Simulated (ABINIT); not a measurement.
A working ABINIT input for VW (Cmmm, 2 atoms in the cell) (DFT, LDA (PW92), plane waves, PAW (JTH v2.0 LDA PAW)):

```
# VW, JTH v2.0 LDA PAW
pp_dirpath "./"
pseudos "V.LDA_PW-JTH.xml, W.LDA_PW-JTH.xml"
acell 2.6755889657 2.6755889657 4.2261230000 Angstrom
rprim
         0.5713388789   -0.8207142532    0.0000000000
         0.5713388789    0.8207142532    0.0000000000
         0.0000000000    0.0000000000    1.0000000000
natom 2
ntypat 2
znucl 23 74
typat 1 2
xred
         0.0000000000    0.0000000000    0.0000000000
         0.5000000000    0.5000000000    0.5000000000
ecut 30 Ha
pawecutdg 60 Ha
pawxcdev 0
occopt 7
tsmear 0.1 eV
nband 19
kptopt 1
ngkpt 10 10 6
nshiftk 1
shiftk 0 0 0
nstep 60
tolvrs 1.0e-10
prtwf 0
prtden 0
prtvol 1
```

The run converged in 21 iterations: free energy E − TS -3850.72 eV; Fermi level (on the code's own zero) 9.91 eV; pressure -3.06 GPa. Each of these slips is then made, one at a time:

(1)
```diff
-ngkpt 10 10 6
+ngkpt 1 1 1
```

(2)
```diff
-pp_dirpath "./"
-pseudos "V.LDA_PW-JTH.xml, W.LDA_PW-JTH.xml"
```

(3)
```diff
-pseudos "V.LDA_PW-JTH.xml, W.LDA_PW-JTH.xml"
+pseudos "W.LDA_PW-JTH.xml, V.LDA_PW-JTH.xml"
```

Task: What happens in each case?

Result: 
(1) A single k-point for a small metallic cell. The run converged in 18 iterations without an error; against the sound input the free energy falls by 493 meV/atom and the pressure goes from -3.06 to 24.34 GPa.

(2) No pseudopotentials named. The program stopped before any SCF iteration, with the message: `pseudos` variable must be specified in input when the code is invoked with the `abinit t01.in` syntax.

(3) Potential files assigned to the wrong elements. The program stopped before any SCF iteration.
```
For pseudopotential 1  znucl from user input file=   2.3000E+01
while znucl from pseudopotential file=  7.4000E+01
Action: check znucl in input file, or check psp file. They must agree.
For pseudopotential 2  znucl from user input file=   7.4000E+01
while znucl from pseudopotential file=  2.3000E+01
Action: check znucl in input file, or check psp f [...]
```

The starting cell comes from a database of computed structures (which also holds hypothetical and non-ambient phases and stackings), without a prior relaxation at this level. Its lattice was rescaled by a random factor within 2.5 % of one. Spin polarisation is off. In the base run, with a pressure of about -3 GPa the cell is away from its equilibrium volume at this level.

Left out of this page: 4 runs of the series outside the window shown, repeating another row's setting, or not comparable.
